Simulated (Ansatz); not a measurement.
# A computed series for InPd: pressure series

The reference is InPd in the CsCl type structure (space group Pm-3m, No. 221; a = 3.305 Å).

Cell and atoms are relaxed at each pressure.

The values are results of DFT with PBE, PAW potentials and a 420 eV plane-wave cutoff in Ansatz (a first-principles code), no spin-orbit coupling, not measurements.

```tsv
variant	density	shortest interatomic distance
base	10.17 g/cm³	2.862 Å
pressure −2 GPa	9.98 g/cm³	2.881 Å
pressure −1 GPa	10.08 g/cm³	2.871 Å
pressure 0.3 GPa	10.20 g/cm³	2.860 Å
pressure 0.7 GPa	10.24 g/cm³	2.856 Å
pressure 1.5 GPa	10.31 g/cm³	2.850 Å
pressure 3 GPa	10.44 g/cm³	2.838 Å
pressure 5 GPa	10.59 g/cm³	2.824 Å
pressure 7.5 GPa	10.78 g/cm³	2.808 Å
pressure 10 GPa	10.95 g/cm³	2.794 Å
```

Load acts through the strain it causes; cell and atoms are relaxed under it. Stability against distortions was not tested. No other phases were tried under pressure. The final runs are not spin-polarised.
